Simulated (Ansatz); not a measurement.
Band structure of LiCo2O3 (Immm, 6 atoms in the cell).

```
CELL_PARAMETERS angstrom
     -1.46799     2.08411     4.43907
      1.46799    -2.08411     4.43907
      1.46799     2.08411    -4.43907
ATOMIC_POSITIONS crystal
  Li 0.00000 0.00000 0.00000
  Co 0.66499 0.66499 0.00000
  Co 0.33501 0.33501 0.00000
  O  0.50000 0.00000 0.50000
  O  0.17882 0.67882 0.50000
  O  0.82118 0.32118 0.50000
```
Moments meant for the start (each program seeds them in its own way; μB, in the order of the atoms Li Co Co O O O): 0.0 3.0 3.0 0.0 0.0 0.0.

Level of theory: PBEsol, PAW files made with PBE (plane waves; Ansatz, a program for electronic structure).

Settings: kpoints.mp_grid.grid = 6 6 6; hamiltonian.xc = pbesol; hamiltonian.pseudopotentials = {kind: paw} (the program's default PAW files); magnetization.spin_polarized = true; scf.occupations.method = fermi_dirac; scf.occupations.width = 0.1 eV; kpoints.band_path.npoints = 8.

The starting cell comes from a database of computed structures (which also holds hypothetical and non-ambient phases and stackings), without a prior relaxation at this level. The magnetic order is the one reached from the typed start; others were not searched systematically.

Levels in eV from the Fermi level, bands 27 to 34 of the first spin channel:
| point | 27 | 28 | 29 | 30 | 31 | 32 | 33 | 34 |
|---|---|---|---|---|---|---|---|---|
| Γ | -1.90 | -1.45 | -1.44 | -1.06 | 0.35 | 3.06 | 9.11 | 9.36 |
| X | -1.60 | -1.37 | -1.34 | -1.20 | 0.32 | 7.61 | 8.02 | 9.10 |
| L | -1.34 | -0.99 | -0.18 | 0.38 | 0.44 | 6.44 | 8.91 | 9.03 |
| T | -1.31 | -0.96 | -0.05 | 0.52 | 0.64 | 6.06 | 9.20 | 9.45 |
| W | -1.30 | -0.76 | 0.02 | 0.26 | 0.60 | 6.84 | 7.50 | 9.80 |
| R | -1.62 | -1.36 | -1.32 | -0.96 | 0.26 | 7.74 | 7.89 | 9.24 |
| X1 | -1.60 | -1.37 | -1.34 | -1.20 | 0.32 | 7.61 | 8.02 | 9.10 |
| Z | -1.82 | -1.40 | -1.19 | -0.59 | 0.59 | 5.65 | 5.96 | 8.93 |
| Y | -1.51 | -0.48 | -0.25 | 0.53 | 0.58 | 5.79 | 6.08 | 7.85 |
| S | -1.35 | -0.56 | -0.15 | 0.54 | 0.59 | 5.79 | 6.50 | 7.31 |

Bands cross the Fermi level along this path, so the cell is metallic at this level.

The net moment of the cell came out as 4.57 μB.

Keys are those of Ansatz 0.2.
